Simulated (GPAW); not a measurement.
Band structure of PtAl₂ (Fm-3m, 3 atoms in the cell).

```yaml
crystal:
  lattice:
    - [0.00000, 2.94407, 2.94407]
    - [2.94407, 0.00000, 2.94407]
    - [2.94407, 2.94407, 0.00000]
  atoms:
    - { symbol: Al, position: [0.25000, 0.25000, 0.25000] }
    - { symbol: Al, position: [0.75000, 0.75000, 0.75000] }
    - { symbol: Pt, position: [0.00000, 0.00000, 0.00000] }
```

Level of theory: PBE, GPAW PAW datasets PBE (gpaw-data 1.0.1) (plane waves; GPAW 25.7.0).

Settings: mode = pw; ecut = 550 eV; xc = PBE; kpts = 8 8 8; mesh shift (steps) = 0 0 0; occupations.name = fermi-dirac; occupations.width = 0.136 eV; nbands = -7; convergence.density = 1e-05 e/electron; symmetry.symmorphic = false; symmetry.tolerance = 0.0005; maxiter = 120; bandpath_npoints = 40.

The starting cell has typed, rounded lattice constants, without a prior relaxation at this level. Its lattice was rescaled by a random factor within 2.5 % of one. Spin-orbit coupling is off. Spin polarisation is off.

Levels in eV from the Fermi level, bands 8 to 15:
```tsv
point	8	9	10	11	12	13	14	15
Γ	-3.78	-3.78	3.03	3.83	3.83	3.83	5.43	5.43
X	-3.83	-3.45	-3.28	-1.64	-1.64	3.17	3.37	8.08
W	-3.83	-3.33	-2.82	-2.82	-0.93	5.22	5.22	6.19
K	-4.02	-3.72	-3.09	-2.05	-0.64	3.31	5.44	6.77
L	-3.73	-3.55	-3.55	1.01	1.01	3.78	5.15	5.15
U	-4.02	-3.72	-3.09	-2.05	-0.64	3.31	5.44	6.77
```

Bands cross the Fermi level along this path, so the cell is metallic at this level.
